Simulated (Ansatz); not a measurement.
Consider GaN in the zinc blende structure (space group F-43m, No. 216; a = 4.4979 Å).

One thing is altered: hydrostatic tension (pressure −1 GPa).

Levels (all Ansatz, a quantum-chemistry and plane-wave program, PAW): r2SCAN (500 eV, without spin-orbit coupling); HSE06+SOC (420 eV, spin-orbit coupling included).

The geometry is relaxed with r2SCAN.

| Property | Result |
|---|---|
| r2SCAN valence-band top at Γ | 0.00, 0.00, 0.00 eV |
| r2SCAN lowest conduction level above the VBM at special points | Γ 2.13 eV; X 3.77 eV; L 5.19 eV |

With HSE06+SOC at the same geometry, the valence-band top at Γ (three highest Kramers pairs, from the VBM) becomes 0.00, 0.00, -0.02 eV (r2SCAN: 0.00, 0.00, 0.00 eV); the lowest conduction level above the VBM at special points becomes Γ 2.95 eV; X 4.44 eV; L 6.07 eV (r2SCAN: Γ 2.13 eV; X 3.77 eV; L 5.19 eV). The threefold valence maximum splits by Δso ≈ 21 meV.

Single points use the geometry relaxed with r2SCAN. Their cutoffs differ, which shifts pressures a little. The spin-orbit shifts are approximate. The levels and masses belong to the bands next to the band gap. Load acts through the strain it causes; cell and atoms are relaxed under it. Whether these cells are dynamically stable was not tested. This is not the structure that GaN has at room temperature and ambient pressure.
